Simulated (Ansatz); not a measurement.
Data:

```
CELL_PARAMETERS angstrom
      2.50330     0.00000     0.00000
      0.00000     4.16897     0.00000
      1.25165     0.00000     2.16792
ATOMIC_POSITIONS crystal
  C  0.33333 0.93719 0.33333
  C  0.66667 0.06281 0.66667
  C  0.66667 0.43719 0.66667
  C  0.33333 0.56281 0.33333
```

Space group of this cell: P6_3/mmc. The cell is taken as given.

Transport runs along the normal of the first two printed cell vectors, the (100) plane of the conventional cell.

The gap is the functional's own. No spin-orbit coupling. Mid-gap values are interpolated on the energy grid.

**Question.** Estimate the band gap and the smallest decay constant κ at mid-gap that r2SCAN (Ansatz, a first-principles code) returns for this system.

**Answer.** Gap 3.70 eV on a 14×8×14 mesh; κ = 0.312 1/Å, at the zone centre.
